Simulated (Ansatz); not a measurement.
## GeSb₄Te₇ (P-3m1, No. 164, 12 atoms in the cell; start mp-29641)

All values below come from r²SCAN+rVV10 (Ansatz, a first-principles code, plane waves, PAW).

Settings: plane-wave cutoff 560 eV, 12×12×2 k mesh (along the axes of the cell as run), Fermi–Dirac smearing 0.01 eV, scalar-relativistic PAW data made under PBE.

Cell (relaxed at this level):

GeSb$_{4}$Te$_{7}$ is taken in the trigonal space group P-3m1 (No. 164), Pearson symbol hP12. Lattice parameters: a = 4.271 Å, b = 4.271 Å, c = 24.101 Å, α = 90.00°, β = 90.00°, γ = 120.00°. Ge on 1b has 6 Te at 2.981 Å (octahedral). Sb1 on 2d is surrounded by 3 Te at 2.998 Å and 3 Te at 3.165 Å (octahedral). Sb2 on 2d sees 3 Te at 2.994 Å and 3 Te at 3.178 Å (octahedral). Te1 on 2d is coordinated by 3 Sb at 2.998 Å (trigonal pyramidal). Te2 on 2c sees 3 Sb at 2.994 Å (trigonal pyramidal). Te3 on 2d has 3 Ge at 2.981 Å and 3 Sb at 3.178 Å (octahedral). Te4 on 1a is coordinated by 6 Sb at 3.165 Å (octahedral). (Neighbours: up to the widest gap in distance over summed covalent radii, below 1.35, at either atom.)

```yaml
band_gap: 0.36 eV
"Γ–Γ gap": 0.54 eV
```

Spin–orbit coupling is not included; with these elements it can move the gap by several tenths of an eV or more.

The computed numbers hold no vibrational or temperature effects.

A start named mp-… is a Materials Project structure, which need not be a measured phase.
